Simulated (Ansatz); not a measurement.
## Pressure series in PtS2

The reference is PtS2 in the CdI2 type structure (space group P-3m1, No. 164; a = 3.552 Å, c = 5.128 Å; layered, stacked along the Cartesian z axis).

Cell and atoms are relaxed at each pressure.

Computed with r2SCAN+rVV10 (Ansatz, a quantum-chemistry and plane-wave program), scalar-relativistic without spin-orbit coupling.

Notes on the quantities. enthalpy: H = E + PV relative to the base's energy.

| case | shortest interatomic distance | enthalpy | density |
|---|---|---|---|
| base | 2.389 Å | – | 7.68 g/cm³ |
| pressure −1 GPa | 2.392 Å | -0.12 eV/atom | 7.28 g/cm³ |
| pressure 0.3 GPa | 2.389 Å | +0.03 eV/atom | 7.77 g/cm³ |
| pressure 0.7 GPa | 2.388 Å | +0.08 eV/atom | 7.89 g/cm³ |
| pressure 1.5 GPa | 2.386 Å | +0.17 eV/atom | 8.07 g/cm³ |
| pressure 3 GPa | 2.382 Å | +0.33 eV/atom | 8.36 g/cm³ |
| pressure 5 GPa | 2.377 Å | +0.54 eV/atom | 8.64 g/cm³ |
| pressure 7.5 GPa | 2.371 Å | +0.80 eV/atom | 8.91 g/cm³ |
| pressure 10 GPa | 2.365 Å | +1.05 eV/atom | 9.13 g/cm³ |

A case with no gap was solved on a k-mesh chosen for an insulator, which is coarse for it. Load acts through the strain it causes; cell and atoms are relaxed under it. No phonon test of stability was made. No other phases were tried under pressure. All final runs are without spin polarisation.
